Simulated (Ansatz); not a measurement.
## ZnS under a change: biaxial strain −4.65 %, plane normal [001], relaxed out of plane

Consider ZnS in the wurtzite structure (space group P6_3mc, No. 186; a = 3.845 Å, c = 6.306 Å). Axes: x lies along a and z along c of the hexagonal cell.

Perturbation: compressive biaxial strain of 4.65 % in the plane normal to [001], as in epitaxy on a mismatched substrate; the out-of-plane cell vector and the atoms relax.

Level of theory: PBE (Ansatz, a quantum-chemistry and plane-wave program; PAW; 420 eV plane waves; spin-orbit coupling left out). Γ-centred 10×10×5 mesh, Fermi–Dirac width 0.05 eV.

```tsv
quantity	base	changed	shift
space group	P6_3mc (No. 186)	P6_3mc (No. 186)	–
shortest interatomic distance	2.357 Å	2.303 Å	-0.054 Å
pressure (mean of the normal stresses, compression positive)	0.00 GPa	5.10 GPa	+5.106 GPa
band gap	2.08 eV	1.99 eV	-0.09 eV
gap character	direct at Γ	direct at Γ	–
width of the top valence band	2.03 eV	2.43 eV	+0.40 eV
electron mass	0.16 mₑ along c, 0.18 mₑ across (at Γ)	0.13 mₑ out of plane, 0.22 mₑ in plane (at Γ)	–
valence-band top at Γ (three highest levels, from the VBM)	0.00, 0.00, -0.07 eV	0.00, 0.00, -0.57 eV	–
out-of-plane strain	–	+2.80 %	–
ratio −ε⊥/ε∥	–	0.60	–
mean in-plane stress (compression positive)	–	+7.7 GPa	–
```

Effective masses come from finite differences of ±0.01 Å⁻¹. No phonon test of stability was made.
